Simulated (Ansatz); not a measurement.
Band structure of SrPd₂ (Fd-3m, 6 atoms in the cell).

```yaml
crystal:
  lattice:
    - [0.00000, 3.93562, 3.93562]
    - [3.93562, 0.00000, 3.93562]
    - [3.93562, 3.93562, 0.00000]
  atoms:
    - { symbol: Sr, position: [0.75000, 0.75000, 0.75000] }
    - { symbol: Sr, position: [0.50000, 0.50000, 0.50000] }
    - { symbol: Pd, position: [0.12500, 0.62500, 0.12500] }
    - { symbol: Pd, position: [0.12500, 0.12500, 0.12500] }
    - { symbol: Pd, position: [0.62500, 0.12500, 0.12500] }
    - { symbol: Pd, position: [0.12500, 0.12500, 0.62500] }
```

Computed with PBEsol, PAW files made with PBE (plane waves; Ansatz, a program for electronic structure).

Settings: kpoints.mp_grid.grid = 7 7 7; hamiltonian.xc = pbesol; hamiltonian.pseudopotentials = {kind: paw} (the program's default PAW files); scf.occupations.method = gaussian; scf.occupations.width = 0.136 eV; kpoints.band_path.npoints = 8.

The starting cell comes from a database of computed structures (which also holds hypothetical and non-ambient phases and stackings), without a prior relaxation at this level. Spin polarisation is off.

Levels in eV from the Fermi level, bands 43 to 50:
```csv
point,43,44,45,46,47,48,49,50
Γ,0.00,0.00,0.00,0.51,0.51,1.06,1.06,1.06
X,-1.38,-1.38,-1.36,-1.36,0.79,0.79,2.22,2.22
W,-1.65,-1.65,-0.96,-0.96,0.35,0.35,2.67,2.67
K,-1.55,-1.51,-1.27,-0.98,0.02,1.24,2.04,2.78
L,-1.49,-1.27,-1.27,0.00,1.55,1.96,1.96,2.07
U,-1.55,-1.51,-1.27,-0.98,0.02,1.24,2.04,2.78
```

Bands cross the Fermi level along this path, so the cell is metallic at this level.

Keys are those of Ansatz 0.2.
